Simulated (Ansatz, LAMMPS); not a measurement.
**Si well of 8 atomic layers along [001] in random Si0.5Ge0.5, interfaces graded over 8 layers**

Cell 16.85 × 16.85 × 44.40 Å, Si362Ge214, 576 atoms. Prepared with Tersoff's 1989 multicomponent potential (SiCGe.tersoff) (LAMMPS): minimisation. 

Level of theory: PBE, support functions at accuracy medium on the grid of 370 eV (norm-conserving potentials; Ansatz, a program for electronic structure).

Basis: localised support functions (accuracy medium) on a full density matrix. k-points: zone centre alone; occupations: Fermi-Dirac, 0.010 eV; spin polarisation not allowed. No spin-orbit coupling.

| Quantity | Value |
|---|---|
| Kohn-Sham gap of the cell on its k-mesh | 0.34 eV |
| weight of the highest filled level on the well | 0.23 |
| weight of the lowest empty level on the well | 0.82 |
| coordination (neighbours within 2.868 Å) | 100.0 % 4-fold |
| Ge-Ge bonds, mean ± spread | 2.479 ± 0.008 Å |
| Ge-Si bonds, mean ± spread | 2.434 ± 0.009 Å |
| Si-Si bonds, mean ± spread | 2.390 ± 0.008 Å |
| bond angles, mean ± spread | 109.5° ± 1.3° |
| pressure | -1.06 GPa |
| cost of the final run | around 29 core-minutes (rough), 16 SCF iterations, 12 GiB |
